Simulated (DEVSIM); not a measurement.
**abrupt Si p-n junction**

System: abrupt Si p-n junction, at 300 K.

```csv
layer (left to right),material,thickness (μm),Nd (cm⁻³),Na (cm⁻³),τn (s),τp (s)
1,Si,0.180,-,5.1e16,4.2e-5,4.2e-5
2,Si,0.960,3.8e16,-,4.2e-5,4.2e-5
```

Left contact: ohmic. Right contact: ohmic. Voltage is applied to the left contact. Recombination: SRH at mid-gap, radiative, Auger. Mobility is constant in doping.

The device is made up for the run: typed textbook-type constants, with dimensions and the other settings drawn at random. Values at 300 K.

```tsv
parameter	Si
gap (eV)	1.124
affinity (eV)	4.05
permittivity	11.7
Nc (cm⁻³)	2.86e19
Nv (cm⁻³)	3.1e19
μn (cm²/Vs)	1417
μp (cm²/Vs)	470
B (cm³/s)	4.7e-15
Cn (cm⁶/s)	2.8e-31
Cp (cm⁶/s)	9.9e-32
```

Simulated with DEVSIM: 1D drift-diffusion, Boltzmann statistics, complete ionisation; no tunnelling, impact ionisation, image-force lowering or self-heating.

The potential step across the device at zero bias is 0.787 V and the largest field in the device at zero bias comes out as 70000 V/cm. The dark forward voltage at 1 A/cm² is 0.534 V and the dark forward voltage at 100 A/cm² is 0.657 V.

Dark forward current:

```json
[
 {"V (V)": "0.05", "J (A/cm²)": "8.9e-9"},
 {"V (V)": "0.10", "J (A/cm²)": "6.8e-8"},
 {"V (V)": "0.15", "J (A/cm²)": "4.6e-7"},
 {"V (V)": "0.20", "J (A/cm²)": "3.1e-6"},
 {"V (V)": "0.25", "J (A/cm²)": "2.1e-5"},
 {"V (V)": "0.30", "J (A/cm²)": "0.00014"},
 {"V (V)": "0.35", "J (A/cm²)": "0.00093"},
 {"V (V)": "0.40", "J (A/cm²)": "0.0062"},
 {"V (V)": "0.45", "J (A/cm²)": "0.041"},
 {"V (V)": "0.50", "J (A/cm²)": "0.28"},
 {"V (V)": "0.55", "J (A/cm²)": "1.8"},
 {"V (V)": "0.60", "J (A/cm²)": "12"},
 {"V (V)": "0.65", "J (A/cm²)": "77"},
 {"V (V)": "0.70", "J (A/cm²)": "440"},
 {"V (V)": "0.75", "J (A/cm²)": "1800"},
 {"V (V)": "0.80", "J (A/cm²)": "4700"}
]
```

Dark reverse current:

| V (V) | J (A/cm²) |
|---|---|
| -0.04 | -1.3e-9 |
| -0.10 | -1.7e-9 |
| -0.20 | -1.8e-9 |
| -0.30 | -2.0e-9 |
| -0.40 | -2.1e-9 |
| -0.60 | -2.4e-9 |
| -0.80 | -2.8e-9 |
| -1.00 | -3.3e-9 |
| -1.30 | -4.2e-9 |
| -1.60 | -5.3e-9 |
| -2.00 | -7.4e-9 |
